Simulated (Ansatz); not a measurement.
Base system: Sn in the diamond structure (space group Fd-3m, No. 227; a = 6.656 Å; relaxed with 0.1 eV smearing). Axes: x, y, z lie along the cube axes.

Computed with PBE in Ansatz (plane waves to 420 eV, PAW, no SOC).

Before the change:

The pressure is 0.0 GPa.

Now apply this change: the cell is stretched by 0.50 % along z with no lateral relaxation; the atoms relax in the strained cell.

### Question
Estimate the effect on the pressure.

### Answer
The pressure (mean of the normal stresses, compression positive) goes from zero to -0.2 GPa.

Whether these cells are dynamically stable was not tested.

Ansatz is a quantum-chemistry and plane-wave program.
